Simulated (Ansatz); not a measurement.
Cost and result by functional for the adsorption energy of OH on the 1x1 (111) surface of fcc Al, one in a 2x2 cell, started at the site 'bridge Al-Al (span 2.9 Å)', in Ansatz (plane waves, PAW). Single points on the PBE structure, on one kind of machine; costs are rough ratios of the slab run's core time (references not counted) to the cheapest single point. r2SCAN's cost holds its higher cutoff (500 against 420 eV). Differences are taken against r2SCAN for comparison alone: no measured value is at hand, so the table doesn't rank accuracy.

Model: 18-atom slab, 7.0 Å thick at the start under the adsorbate (thin: gaps and levels are the slab's own), 6x6x1 mesh, Fermi-Dirac 0.1 eV, dipole correction, 8 atoms held, the rest relaxed; no symmetry held; spin-polarised, no spin-orbit, no U, no dispersion correction. The starting moment vanished. At the end it is bonded to 2 Al. In PBE it is, or lies within 0.03 eV of, the lowest of the starts that converged. These notes are the PBE run's. r2SCAN: The program's check for a lower electronic state was not made. Adsorption energies are against H2O(g) − ½ H2(g). A negative adsorption energy means that the adsorbate is more stable on the surface than in its reference.

```csv
functional,relative cost,adsorption energy (eV),less r2SCAN (eV)
RPBE,1,-0.55,0.34
r2SCAN,3,-0.89,0.00
PBE (the relaxed run's value),–,-0.73,0.16
```

The values span 0.34 eV, while the single points' costs differ by a factor of roughly 3. Differences are of unrounded values.

Ansatz is a first-principles code.
